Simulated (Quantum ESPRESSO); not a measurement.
Band structure of TePb (Fm-3m, 2 atoms in the cell).

```yaml
crystal:
  lattice:
    - [-3.33533, 0.00000, 3.33533]
    - [0.00000, 3.33533, 3.33533]
    - [-3.33533, 3.33533, 0.00000]
  atoms:
    - { symbol: Te, position: [0.00000, 0.00000, 0.00000] }
    - { symbol: Pb, position: [0.50000, 0.50000, 0.50000] }
```

Method: PBE, PSlibrary ultrasoft (PBE) pseudopotentials (plane waves; Quantum ESPRESSO).

Settings: ecutwfc = 55 Ry; ecutrho = 330 Ry; occupations = fixed; potentials = {Te: Te.pbe-n-rrkjus_psl.1.0.0.UPF, Pb: Pb.pbe-dn-rrkjus_psl.1.0.0.UPF}; K_POINTS = automatic 6 6 6 0 0 0; nbnd = 16; conv_thr = 1e-09 Ry; mixing_beta = 0.7.

The starting cell comes from a database of computed structures (which also holds hypothetical and non-ambient phases and stackings), without a prior relaxation at this level. Its lattice was rescaled by a random factor within 2.5 % of one. Spin-orbit coupling is off.

### Question
Predict the gap along the standard path and the places of the band edges.

### Answer
The gap along the path is 0.90 eV, direct at L to within 0.01 eV.

Levels in eV from the top of the valence band on the SCF mesh, bands 7 to 14:
```
point      7      8      9     10    11    12    13    14
-----  -----  -----  -----  -----  ----  ----  ----  ----
Γ      -5.83  -0.99  -0.99  -0.99  3.98  3.98  3.98  6.03
X      -7.17  -3.78  -2.27  -2.27  3.69  5.15  5.15  6.17
W      -7.68  -3.14  -3.14  -0.20  1.76  5.15  5.15  6.72
K      -7.66  -3.44  -1.82  -1.71  3.48  3.67  5.30  5.60
L      -8.14  -0.59  -0.59   0.00  0.90  1.48  1.48  8.32
U      -7.66  -3.44  -1.82  -1.71  3.48  3.67  5.30  5.60
```
